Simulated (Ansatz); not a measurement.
The cell is made up: elements placed on another compound's structure type, so the phase may be hypothetical.

By PBEsol, the system below comes out a metal.

Data:

```
AlTi3B
1.0
    4.21674     0.00000     0.00000
    0.00000     5.96338     0.00000
    0.00000     2.98169     2.98169
Al Ti B
1 3 1
Direct
  0.00000   0.00000   0.00000
  0.50000   0.00000   0.50000
  0.50000   0.50000   0.50000
  0.00000   0.50000   0.00000
  0.50000   0.50000   0.00000
```

Space group of this cell: Pm-3m, anti-perovskite. The cell was relaxed by PBE-D3(BJ); by PBEsol its mean pressure is 1.4 GPa.

The current flows along the normal of the first two printed cell vectors. No spin-orbit coupling; the value is a mean over 0.1 eV about the Fermi level.

Problem. Estimate the ballistic conductance per area that Ansatz (an electronic-structure program) with PBEsol returns for this system.

Solution. 0.50 × 10¹⁵ S/m² for both spins.
